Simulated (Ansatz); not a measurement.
Given:

```
CELL_PARAMETERS angstrom
     -2.84950     2.85805     5.69111
      2.84950    -2.85805     5.69111
      2.84950     2.85805    -5.69111
ATOMIC_POSITIONS crystal
  Cu 0.99998 0.99998 0.00000
  Cu 0.75006 0.25006 0.50000
  Zn 0.24994 0.74994 0.50000
  Sn 0.50002 0.50002 0.00000
  Se 0.63675 0.62917 0.52570
  Se 0.10347 0.11106 0.47430
  Se 0.37096 0.89678 0.00796
  Se 0.88881 0.36300 0.99204
```

No spin polarisation.

Calculations: DFT with r2SCAN, PAW potentials and a 500 eV plane-wave cutoff in Ansatz (a program for electronic structure), no SOC, earlier PAW set. Settings: 8×8×8 k-points, 0.05 eV Fermi–Dirac smearing.

Problem. Predict the pressure and space group.

Solution. The pressure (mean of the normal stresses, compression positive) is -1.9 kbar and the space group is C2 (No. 5).

The cells carry an imposed strain or load. Stability against distortions was not tested. All final runs are without spin polarisation. The cell was made from ZnCu2SnSe4 (space group I-4, No. 82) by this change: uniaxial strain ε_yy = +0.30 %.
